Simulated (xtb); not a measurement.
xtb 6.7.1, GFN2-xTB: CSc1cc2sc(-c3ccc(-c4ccc5c(c4)sc4ccccc45)cc3)cc2s1, 45 atoms. The geometry is a generated start, not checked to be a minimum at this level.

| Property | Result |
|---|---|
| method | GFN2-xTB |
| --acc | 1 (default) |
| --etemp (K) | 300 (default) |
| detailed input (--input) | none: ANC optimiser, Lindh (1995) Hessian, microcycle=20, maxdispl=1.0, hlow=0.01 (default) |
| basis functions | 156 |
| valence electrons | 140 |

The structure is relaxed from this start with --opt LEVEL for the levels crude, sloppy, loose, lax, normal, tight, vtight, extreme, once each. Up to the end of the extreme run atoms move by at most 1.5 Å along an axis.

**Question.** Which level is enough to come within 1 meV of the tightest end point?

**Answer.** tight: 68 cycles against 94, ending 0.26 meV above.

```csv
level,cycles,energy above the extreme run (meV),gradient norm (eV/Å)
crude,10,33,0.31
sloppy,14,18,0.27
loose,18,12,0.17
lax,26,4.7,0.11
normal,34,2.3,0.020
tight,68,0.26,0.011
vtight,94,under 0.01,0.0034
extreme,94,—,0.0034
```
